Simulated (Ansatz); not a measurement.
The starting structures come from a database of crystals and need not be the phases stable at ambient conditions.

Here is the system:

```
MgSe
1.0
    4.19870     0.00000     0.00000
    0.00000     5.93786     0.00000
    2.09935    -2.96893     2.09935
Mg Se
1 1
Cartesian
  0.00000   0.00000   0.00000
  2.09935   1.48446   0.00000
```

Space group of this cell: F-43m, zinc blende. The cell is taken as given.

Transport runs along the normal of the first two printed cell vectors, the (110) plane of the conventional cell.

No gap correction and no spin-orbit coupling; mid-gap values are interpolated between computed energies.

**Question.** Estimate the band gap and the smallest decay constant κ at mid-gap that r2SCAN run with Ansatz (a program for electronic structure) returns for this system.

**Answer.** Gap 3.36 eV on a 14×14×14 mesh; κ = 0.213 1/Å, at the zone centre.
